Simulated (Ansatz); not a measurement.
## BeS: response to strain

Take BeS in the zinc blende structure (space group F-43m, No. 216; a = 4.876 Å) as the base.

Strains are applied to the cell and any free atomic positions relax.

All numbers come from DFT with PBE, PAW potentials and a 420 eV plane-wave cutoff in Ansatz (a first-principles code), without spin-orbit coupling.

| isotropic strain (%) | band gap (eV) |
|---|---|
| -2.31 | 2.98 |
| 0 | 3.15 |
| 1.41 | ? |
| 2.97 | 3.32 |

Task: Fit E_g = E₀ + Dε (ε in %) to the rows shown and predict the withheld row.

Result: Least squares on the printed values gives E₀ = 3.14 eV, D = 64.1 meV per % of strain (largest residual 0.01 eV); this predicts 3.23 eV, and the run gives 3.23 eV, in agreement.

No phonon test of stability was made.
